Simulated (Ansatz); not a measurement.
ZnBr2 (within 0.1 Å of R-3m, No. 166, 3 atoms in the cell; start mp-1178766), treated with PBEsol (plane waves, PAW; Ansatz, a first-principles code).

Run with plane-wave cutoff 500 eV, 12×12×6 k mesh (along the axes of the cell as run), gaussian smearing 0.02 eV, scalar-relativistic PAW data made under PBE.

Cell (relaxed at this level):

```
CELL_PARAMETERS angstrom
      3.21107    -1.85774    -0.20448
      3.21107     1.85774    -0.20448
     -1.72290     0.00000     6.67027
ATOMIC_POSITIONS crystal
  Zn 0.00000 0.00000 0.00000
  Br 0.25863 0.25863 0.77574
  Br 0.74137 0.74137 0.22426
```

### Question
Predict the band gap.

### Answer

* **band gap**: 3.22 eV (on the SCF k mesh)

Note: the cell has widely spaced layers and the level no dispersion term, so their spacing and the moduli can rest on weak binding.

Spin–orbit coupling is not included.

The computed numbers hold no vibrational or temperature effects.

A start named mp-… is a Materials Project structure, which need not be a measured phase.
